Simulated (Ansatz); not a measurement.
The reference is CdSe in the zinc blende structure (space group F-43m, No. 216; a = 6.133 Å). Axes: x, y, z lie along the cube axes.

The values are results of r2SCAN (Ansatz, a first-principles code, PAW, no spin-orbit coupling), earlier PAW set, not measurements.

Before the change:

| Quantity | Value |
|---|---|
| Pressure | 0.01 GPa |

Now apply this change: compressive biaxial strain of 2.42 % in the plane normal to [110], as in epitaxy on a mismatched substrate; the out-of-plane cell vector and the atoms relax.

Predict the new out-of-plane strain and pressure.

The out-of-plane strain amounts to +2.58 %; the pressure (mean of the normal stresses, compression positive) grows by 1.19 GPa (0.01 GPa → 1.20 GPa).

Stability against distortions was not tested.
